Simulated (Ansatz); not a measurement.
A calculation on white tin (β-Sn) returned lattice constant a 6.014 Å, lattice parameter c 3.254 Å, equilibrium volume per atom 29.43 Å³/atom, bulk modulus 43.9 GPa.

For reference: lattice constant a 5.831 Å (measured, 293 K, no zero-point or thermal correction; as tabulated in Wikipedia's data pages); lattice parameter c 3.181 Å (measured, 293 K, not corrected to a static lattice; as tabulated in Wikipedia's data pages); bulk modulus 57.0 GPa (measured, temperature not stated, not corrected to a static lattice; as tabulated in Chen et al. (2023), arXiv:2209.05059).

### Question
Which level of theory produced these numbers?
A) PBE-D4 (Ansatz (a quantum-chemistry and plane-wave program))
B) rVV10 (Ansatz)
C) PBEsol (Ansatz)
D) r²SCAN (Ansatz)

### Answer
B, rVV10 (Ansatz)

The others give: PBE-D4 5.859 Å, 3.166 Å, 27.17 Å³/atom, 54.5 GPa; PBEsol 5.839 Å, 3.154 Å, 26.88 Å³/atom, 56.2 GPa; r²SCAN 5.885 Å, 3.187 Å, 27.59 Å³/atom, 54.2 GPa.

Unless a cell is named, each level is at its own relaxed cell (PBE-D4 27.17, PBEsol 26.88, r²SCAN 27.59, rVV10 29.43 Å³/atom).

Ansatz's density-functional and Hartree–Fock values are scalar-relativistic unless marked +SOC, with PAW data made under PBE.
